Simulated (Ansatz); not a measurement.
Ansatz (an electronic-structure program) run on TaTi (Cmm2, 2 atoms in the cell): relaxation of the atoms.

Computed with LDA (PW92), default PAW files made with PBE (plane waves; Ansatz).

The change in words: one atom moved by 0.15 angstrom; relax: default → atoms; relax.f_tol: default → 0.01 eV/Å. Reference geometry:
```
TaTi
1.0
    1.62471    -2.28601     0.00000
    1.62471     2.28601     0.00000
    0.00000     0.00000     4.66071
Ti Ta
1 1
Direct
  0.50000   0.50000   0.50000
  0.00000   0.00000   0.00000
```

Reference input (self-consistent single point, DFT, LDA (PW92), plane waves, default PAW files made with PBE): basis.ecutwfc = 30.9 Ry; kpoints.mp_grid.grid = 12 12 7; hamiltonian.xc = lda; hamiltonian.pseudopotentials = {kind: paw} (the program's default PAW files); scf.occupations.method = fermi_dirac; scf.occupations.width = 0.0073 Ry. This run's input differs from it in these lines:

```diff
@@ -7,3 +7,3 @@
   atoms:
-    - { symbol: Ti, position_ang: [1.624711, 0.000000, 2.330354] }
+    - { symbol: Ti, position_ang: [1.624711, 0.000000, 2.480355] }
     - { symbol: Ta, position_ang: [0.000000, 0.000000, 0.000000] }
@@ -22,2 +22,4 @@
     width: 0.0073 Ry
+relax:
+  f_tol: 0.01
 output:
```

Output, abridged:

```
   [... SCF lines of the steps left out ...]
relax step   1: F+E_penalty+E_count = -12132.80366154 eV  Δ(F+E_penalty+E_count) = +0.000e0 eV  max|allowed force component| = 5.318e-1 eV/Å  Δτ_max = 0.0000 Å  (6 SCF iters, dr2 threshold 2.50e-6 eV, accepted)
relax step   2: F+E_penalty+E_count = -12132.83812949 eV  Δ(F+E_penalty+E_count) = -3.447e-2 eV  max|allowed force component| = 3.466e-3 eV/Å  Δτ_max = 0.0743 Å  (6 SCF iters, dr2 threshold 1.77e-5 eV, accepted)
relax step   3: F+E_penalty+E_count = -12132.83812969 eV  Δ(F+E_penalty+E_count) = -1.998e-7 eV  max|allowed force component| = 3.472e-3 eV/Å  Δτ_max = 0.0000 Å  (6 SCF iters, accepted)
the relaxation is at rest under the 4 symmetry operations that the run kept from its start: a minimum is not shown …
Free energy (F): -12132.838130 eV
Internal energy: -12132.725961 eV  (E = F + TS)
E sigma→0 (E₀):  -12132.782045 eV
Entropy (-TS):   -0.112169 eV (-56.084 meV/atom)
Fermi energy:    16.012880 eV
--- Forces (eV/Å), atoms counted from 1 ---
  atom   1  Ti     0.00000000     0.00000000    -0.00347316
  atom   2  Ta     0.00000000     0.00000000     0.00347022
--- Stress (GPa, compression-positive) ---
       -7.067126       0.000000       0.000000
        0.000000      -6.357070       0.000000
        0.000000       0.000000      -7.793082
  P = ⅓ Tr σ = -7.0724 GPa (-70.724 kbar)
  The stress holds the Pulay correction. Without it, at fixed plane waves, as pw.x and ABINIT print it: P = -7.1115 GPa
--- Relaxed structure (3 steps of the walk, 3 accepted, 0 SCFs on fresh bases) ---
  F+E_penalty+E_count = -12132.83812969 eV   max|allowed force component| = 3.472e-3 eV/Å
  atoms:
    - { symbol: Ti, position: [0.5, 0.5, 0.5162457000929085] }
    - { symbol: Ta, position: [0.0, 0.0, 0.01593835173268288] }
```

The run converged.  The full log also holds: “iter 2 did not close the SCF: its close was put off for the readings that it lacked (scf_convergence_deferred on its scf_iter line)”. The full log also holds: “iter 3 did not close the SCF: its close was put off for the readings that it lacked (scf_convergence_deferred on its scf_iter line)”.

Summary of the result:
Free energy E − TS (on the zero of these files): -12132.8381 eV
Fermi level (on the code's own zero): 16.01 eV
Pressure: -7.07 GPa
Largest force (vector length): 0.003 eV/Å
Relaxation steps: 3

The starting cell comes from a database of computed structures (which also holds hypothetical and non-ambient phases and stackings), without a prior relaxation at this level. Its lattice was rescaled by up to half a per cent. For this run, on top of that: one atom moved by 0.15 angstrom. Spin polarisation is off. The relaxation keeps the symmetry of its start, so its end need not be a minimum. Ansatz's pressure includes its estimate of the finite-basis (Pulay) stress.

Keys are those of Ansatz 0.2.
